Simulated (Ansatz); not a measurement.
Take NaCl in the rock salt structure (space group Fm-3m, No. 225; a = 5.696 Å) as the base.

Level of theory: PBE (Ansatz, a quantum-chemistry and plane-wave program; PAW; 420 eV plane waves; scalar-relativistic without spin-orbit coupling).

Base values:

- Band gap = 5.00 eV
- Pressure = 0.00 GPa

It is then changed as follows: the cell is scaled by 0.9850 in all directions, atoms relaxed at fixed cell.

Q: Predict the new band gap, energy relative to the base and pressure.

A: The band gap grows by 0.17 eV, from 5.00 eV to 5.17 eV; the energy grows by 3.7 meV/atom; the pressure goes from zero to 1.20 GPa.

The cells carry an imposed strain or load. Gaps are read on the SCF mesh and a high-symmetry path. Whether these cells are dynamically stable was not tested.
